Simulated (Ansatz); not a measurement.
## MgO under a change: strain tensor (xx, yy, zz, yz, xz, xy) = (+0.21, +1.36, −0.45, −0.82, +0.04, −1.11) %

Take MgO (space group P6_3/mmc, No. 194; a = 3.494 Å, c = 4.194 Å; a cell from a computed database, its experimental status unchecked) as the base. Axes: x lies along a and z along c of the hexagonal cell.

The change: the symmetric strain tensor [0.0021 -0.0111 0.0003; -0.0111 0.0136 -0.0081; 0.0003 -0.0081 -0.0045], atoms relaxed at fixed cell.

All numbers come from Kohn–Sham DFT with the PBEsol functional, run in Ansatz (a program for electronic structure) with PAW and 420 eV plane waves, no spin-orbit coupling. k-mesh 11×11×8 (Γ-centred); smearing 0.05 eV (Fermi–Dirac).

```json
[
 {"quantity": "volume per atom", "base": "11.09 Å³", "changed": "11.21 Å³", "shift": "+0.12 Å³"},
 {"quantity": "space group", "base": "P6_3/mmc (No. 194)", "changed": "P-1 (No. 2)", "shift": "–"},
 {"quantity": "shortest interatomic distance", "base": "2.017 Å", "changed": "2.031 Å", "shift": "+0.014 Å"},
 {"quantity": "energy relative to the base (free energy F)", "base": "0 meV/atom", "changed": "+2.7 meV/atom", "shift": "+2.7 meV/atom"},
 {"quantity": "pressure (mean of the normal stresses, compression positive)", "base": "0.00 GPa", "changed": "-1.32 GPa", "shift": "-1.32 GPa"},
 {"quantity": "band gap", "base": "3.27 eV", "changed": "3.23 eV", "shift": "-0.04 eV"},
 {"quantity": "gap character", "base": "direct at Γ", "changed": "direct at Γ", "shift": "–"},
 {"quantity": "electron mass", "base": "0.37 mₑ along c, 0.33 mₑ across (at Γ)", "changed": "0.37 mₑ along z, 0.33 mₑ across (at Γ)", "shift": "–"},
 {"quantity": "valence-band top at Γ (three highest levels, from the VBM)", "base": "0.00, -0.80, -0.80 eV", "changed": "0.00, -0.74, -0.78 eV", "shift": "–"},
 {"quantity": "largest internal atomic displacement", "base": "–", "changed": "0.013 Å", "shift": "–"},
 {"quantity": "stress (xx, yy, zz, yz, xz, xy; compression positive)", "base": "–", "changed": "(-1.65, -2.31, -0.01, 1.86, -0.12, 0.62) GPa", "shift": "–"}
]
```

Effective masses come from finite differences of ±0.01 Å⁻¹. No phonon test of stability was made. This is not the structure that MgO has at room temperature and ambient pressure. k-point labels follow each cell's own Brillouin zone.
